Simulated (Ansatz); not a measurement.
Rutile MgH₂ was calculated with r²SCAN in Ansatz (plane waves, PAW).

A relaxed, unreconstructed slab of the (101) face has 36 atoms, two equal faces of 24.189 Å² each and an energy of -23507.0744 eV. A bulk cell of 12 atoms with the same orientation and in-plane k mesh has -7836.3744 eV. Energies are extrapolated to zero smearing.

Run with plane-wave cutoff 500 eV, 6×6×1 k mesh (along the axes of the cell as run), gaussian smearing 0.02 eV, scalar-relativistic PAW data made under PBE.

Worked out: γ = (E_slab − N E_bulk per atom)/2A = [-23507.0744 − 36 × (-7836.3744/12)]/(2 × 24.189) = 0.0423 eV/Å². With 16.022 J/m² per eV/Å² this is 0.68 J/m², or 1.02 eV per surface cell and face.

Ansatz is an electronic-structure program.
